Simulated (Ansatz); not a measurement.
Take WSe₂ in the rutile structure (space group P4_2/mnm, No. 136; a = 6.151 Å, c = 3.311 Å; a hypothetical phase, not in the database extracts checked) as the base.

Now apply this change: a hydrostatic pressure of 22.5 GPa.

Levels (all Ansatz, a quantum-chemistry and plane-wave program, PAW, earlier PAW set): PBEsol (420 eV, spin-orbit coupling left out); r2SCAN (500 eV, no spin-orbit coupling).

The geometry is relaxed with PBEsol.

PBEsol pressure: 22.5 GPa

With r2SCAN at the same geometry, the pressure grows by 4.0 GPa to 26.5 GPa.

Single points use the geometry relaxed with PBEsol. Their cutoffs differ, which shifts pressures a little. Load acts through the strain it causes; cell and atoms are relaxed under it. No phonon test of stability was made. No other phases were tried under pressure. All final runs are without spin polarisation. WSe2 has a high density of states at the Fermi level and may be magnetic at this level.
